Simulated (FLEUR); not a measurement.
A self-consistent single point of LuNi₂Ge₂ (I4/mmm, 5 atoms in the cell) with FLEUR.

Level of theory: PBEsol, all-electron FLAPW (FLEUR), scalar-relativistic valence.

```
CELL_PARAMETERS angstrom
     -2.02102     2.02102     4.90367
      2.02102    -2.02102     4.90367
      2.02102     2.02102    -4.90367
ATOMIC_POSITIONS crystal
  Lu 0.00000 0.00000 0.00000
  Ni 0.25000 0.75000 0.50000
  Ni 0.75000 0.25000 0.50000
  Ge 0.62709 0.62709 0.00000
  Ge 0.37291 0.37291 0.00000
```

Reference input (self-consistent single point, DFT, LDA (Vosko-Wilk-Nusair), all-electron FLAPW (FLEUR), scalar-relativistic valence): Kmax = 3.9 1/bohr; GmaxXC = 15.6 1/bohr; xcFunctional = vwn; jspins = 1; l_soc = F; mode = hist; fermiSmearingEnergy = 0.00367493 Htr; mesh (inpgen div1-3) = 7 7 7; inpgen gamma flag = false; Gmax = 15.6 1/bohr; numbands = 0; maxIterBroyd = 40. This run's input differs from it in these lines:

```diff
@@ -17,3 +17,3 @@
 &comp jspins=1 /
-&exco xctyp='vwn' /
+&exco xctyp='PBEs' /
 &kpt div1=7 div2=7 div3=7 /
@@ -30,3 +30,3 @@
       <coreElectrons ctail="T" frcor="F" kcrel="0" coretail_lmax="0"/>
-      <xcFunctional name="vwn" relativisticCorrections="F"/>
+      <xcFunctional name="PBEs" relativisticCorrections="F"/>
       <magnetism jspins="1"/>
```

Log, with long lists cut:

```
 Iteration:     1   Distance:      21.64119758 me/bohr^3
 Iteration:     2   Distance:      13.46890961 me/bohr^3
 Iteration:     3   Distance:       7.80168355 me/bohr^3
 Iteration:     4   Distance:       9.12305516 me/bohr^3
 Iteration:     5   Distance:       4.29939482 me/bohr^3
   [... 13 lines left out ...]
 Iteration:    19   Distance:       0.00004100 me/bohr^3
 Iteration:    20   Distance:       0.00001517 me/bohr^3
 Iteration:    21   Distance:       0.00001139 me/bohr^3
 Iteration:    22   Distance:       0.00000039 me/bohr^3
 Reset of history
 Run finished successfully
 Stop message:
   Structural relaxation: new displacements generated

[file out, last iteration]
             iter=     23
[...]
          total density-effective poten   -3.6672021057E+04
          total charge density-energy d   -5.7894491298E+02
 Updated energy parameters for spin:           1
[...]
 fermi energy and band-weighting factors:
   [... 6 lines left out ...]

[...]
FERMIE:
          first approx. to ef    (T=0)  :   0.357624 htr   (energy of the highest occ. eigenvalue)
          number of occ. states  (T=0)  :       1700
          first approx. to seigv (T=0)  : -31.777828 htr
          sum of weights of occ. states :  42.504373
          sum of semicore charge        :   0.000000 e
FERHIS:  Fermi-Energy by histogram:
          bandgap                     :   0.000050 htr
   [... lines left out ...]
          charge neutrality (T=0)     :   0.008746    (zero if the highest occ. eigenvalue is "entirely" occupied)
     EF_NEWTON:  Adjust Fermi-Energy by Newton-Method.
 Direct bandgap for spin            1 :    1.1134214804949583E-002  Htr
 ---->    free energy=                    -21811.0453261379 htr
   [... lines left out ...]
 TOTAL FORCE FOR ATOM TYPE=  1  X=  0.000   Y=  0.000   Z=  0.000
                       FX_TOT= 0.000000 FY_TOT= 0.000000 FZ_TOT= 0.000000
 TOTAL FORCE FOR ATOM TYPE=  2  X=  0.000   Y=  3.819   Z= -4.633
                       FX_TOT= 0.000000 FY_TOT= 0.000000 FZ_TOT= 0.000000
 TOTAL FORCE FOR ATOM TYPE=  3  X=  0.000   Y=  0.000   Z= -6.911
                       FX_TOT= 0.000000 FY_TOT= 0.000000 FZ_TOT= 0.004361
```

The run converged in 22 iterations. FLEUR gives forces in its relaxation mode, with a further iteration, so its stop message speaks of a relaxation. Against the reference run the largest force goes from 0.366 to 0.224 eV/Å.

The starting cell comes from a database of computed structures (which also holds hypothetical and non-ambient phases and stackings), without a prior relaxation at this level. Its lattice was rescaled by a random factor within 2.5 % of one. Spin-orbit coupling is off. Spin polarisation is off. Values depend on the basis (sphere radii, cutoffs, local orbitals), which need not be converged. The log's line on a gap gives a spacing of levels on this mesh, which the program prints for metals too.

Cost on one core of a shared machine: roughly 5 min.
